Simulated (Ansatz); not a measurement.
A series of runs on CdIBr (R3m, 6 atoms in the cell)

```
CELL_PARAMETERS angstrom
      2.08757     1.20526    13.54029
     -2.08757     1.20526    13.54029
      0.00000    -2.41052    13.54029
ATOMIC_POSITIONS crystal
  Cd 0.28803 0.28803 0.28803
  Cd 0.78815 0.78815 0.78815
  I  0.99767 0.99767 0.99767
  I  0.16449 0.16449 0.16449
  Br 0.41760 0.41760 0.41760
  Br 0.58406 0.58406 0.58406
```

Base run A: LDA (PW92), PAW files made with PBE (Ansatz, a first-principles code), self-consistent single point.

Its settings: basis.ecutwfc = 420 eV; kpoints.mp_grid.grid = 6 6 6; kpoints.mp_grid.shift = 0.5 0.5 0.5; hamiltonian.xc = lda; hamiltonian.pseudopotentials = {kind: paw} (the program's default PAW files); scf.occupations.method = fixed.

The starting cell comes from a database of computed structures (which also holds hypothetical and non-ambient phases and stackings), without a prior relaxation at this level. Spin-orbit coupling is off. Ansatz's pressure includes its estimate of the finite-basis (Pulay) stress. The shifted mesh does not hold Γ, so a gap read on it misses any band edge there.

ΔF is the free energy per atom less that of run A. 

The first pressure column holds Ansatz's estimate of the finite-basis (Pulay) stress, which hides part of the cutoff error; the other is without it.

In some runs the Pulay estimate is large (up to 21 GPa), a sign of a cutoff far from converged.

```csv
run,change,ΔF (meV/atom),pressure (GPa),largest force (eV/Å),gap on the mesh (eV),pressure at a fixed set of plane waves (GPa)
A,base,0.00,-2.81,0.354,1.917,-2.83
B,lattice scaled by 0.97,-23.9,0.54,0.247,2.109,0.52
C,lattice scaled by 0.97; basis.ecutwfc: 420 eV → 250 eV,527.6,0.85,0.337,2.108,-20.47
D,lattice scaled by 0.985,-19.9,-1.34,0.085,2.011,-1.36
E,lattice scaled by 0.985; basis.ecutwfc: 420 eV → 250 eV,531.0,-1.05,0.059,2.019,-21.43
F,lattice scaled by 1.015,33.0,-3.93,0.581,1.825,-3.95
G,lattice scaled by 1.015; basis.ecutwfc: 420 eV → 250 eV,579.9,-3.78,0.519,1.840,-22.24
H,lattice scaled by 1.03,76.8,-4.77,0.769,1.738,-4.79
I,lattice scaled by 1.03; basis.ecutwfc: 420 eV → 250 eV,623.6,-4.68,0.727,1.755,-22.32
J,basis.ecutwfc: 420 eV → 250 eV,548.3,-2.63,0.290,1.934,-21.96
```

Run I against A: The free energy goes up by 624 meV/atom, the pressure goes from -2.81 to -4.68 GPa, the largest force goes from 0.354 to 0.727 eV/Å and the gap on the mesh goes from 1.917 to 1.755 eV.

Run F against A: The free energy rises by 33.0 meV/atom, the pressure goes from -2.81 to -3.93 GPa, the largest force goes from 0.354 to 0.581 eV/Å and the gap on the mesh goes from 1.917 to 1.825 eV.

Keys are those of Ansatz 0.2.
